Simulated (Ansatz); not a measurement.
Worked calculations on one periodic cell of amorphous silicon oxide (Si₂₄O₄₇): Si24O47, 71 atoms, volume 1075.3 Å³, made by a melt-quench on the CHGNet potential and relaxed with DFT. O atoms were pushed apart under 1.9 Å during the dynamics, to hinder bonds among them. It is a model cell: composition and starting density were chosen by hand, and all elements were melted together. Cycles of charging were run to anneal it. All values below come from PBE, scalar-relativistic without spin-orbit coupling (plane waves to 420 eV, PAW; Ansatz, a first-principles code). Sampling: a 2×2×2 Γ-centred mesh; Fermi-Dirac width 0.02 eV; no spin polarisation. Its volume was held where the quench left it, its shape was held as a cube, and it stands at a mean pressure of -0.2 GPa with stress components up to 1.4 GPa; the relaxation ran on the zone centre alone. Its density went from a set 2.20 to 2.20 g/cm³. The cell is small and was quenched far faster than a real film, so it is one sample of the glass.

### Question
Count formal charges (Si +4, O -2). What does the count lead one to expect at the Fermi level, and what does the calculation give?

### Answer
24 × (+4) + 47 × (-2) = +2. 2 electrons are left on cation states, in cation-cation bonds, defect levels or the conduction band. On this mesh the highest filled and lowest empty level lie 1.48 eV apart; localised defect or tail levels set that (at the zone centre the more localised edge state sits most on one Si atom with neighbours O 1.73 Å, O 1.75 Å, O 1.75 Å), and the nearest spread-out levels lie 5.2 eV apart.

Four energies for a hole at PBE on the zone centre alone (charged cells in a uniform background, spin-polarised): neutral at the neutral geometry -41997.934 eV; charged at the neutral geometry -42001.778 eV; charged and relaxed -42002.706 eV; neutral at the charged geometry -41997.310 eV.

### Question
Find the two relaxation energies and their sum, the reorganisation energy.

### Answer
On charging: -42001.778 − (-42002.706) = 0.928 eV. On discharging: -41997.310 − (-41997.934) = 0.624 eV. The sum is 1.552 eV. The carrier's level spreads over 5 of the 71 atoms' worth, so it counts as localised, most on one Si atom with neighbours O 1.73 Å, O 1.75 Å, O 1.75 Å (neutral geometry). The values are uncorrected: the image energy of a point charge in this cell, 2.84 × 14.40 / (2 × 10.2) = 2.0 eV before screening, is screened by electrons alone at the fixed geometry and by ions too after relaxing, and the carrier can be spread before it relaxes, so each term can be off by up to that value times 1/ε∞, some tenths of an eV. PBE's self-interaction favours spread-out carriers, so a hybrid can localise more.
